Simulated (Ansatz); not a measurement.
**CsPbCl3 in the cubic perovskite structure (space group Pm-3m, No. 221)**

```
CsPbCl3
1.0
    5.73561     0.00000     0.00000
    0.00000     5.73561     0.00000
    0.00000     0.00000     5.73561
Cs Pb Cl
1 1 3
Cartesian
  0.00000   0.00000   0.00000
  2.86780   2.86780   2.86780
  2.86780   0.00000   2.86780
  0.00000   2.86780   2.86780
  2.86780   2.86780   0.00000
```

Computed with plane-wave PAW DFT at the PBE level (Ansatz, an electronic-structure program, 420 eV), no spin-orbit coupling. Settings: 6×6×6 k-points, 0.05 eV Fermi–Dirac smearing.

```yaml
volume_per_atom: 37.74 Å³
density: 3.93 g/cm³
band_gap: 2.21 eV, direct at R
Electron mass (degenerate bands, along [100]): 0.12, 0.93, 0.93 mₑ
hole_mass: 0.22 mₑ
Lowest conduction-band minima above the VBM: R along ⟨111⟩ 2.21 eV; Γ 3.67 eV
total_energy: -4164.668 eV/atom (σ→0; compares only within this code and set-up)
```

With Pb present, leaving out spin-orbit coupling can change the band edges. Effective masses come from finite differences of ±0.01 Å⁻¹. Stability against distortions was not tested. Many cubic perovskites are stable only at high temperature; tilts and polar distortions were not tested. This is not the structure that CsPbCl3 has at room temperature and ambient pressure.
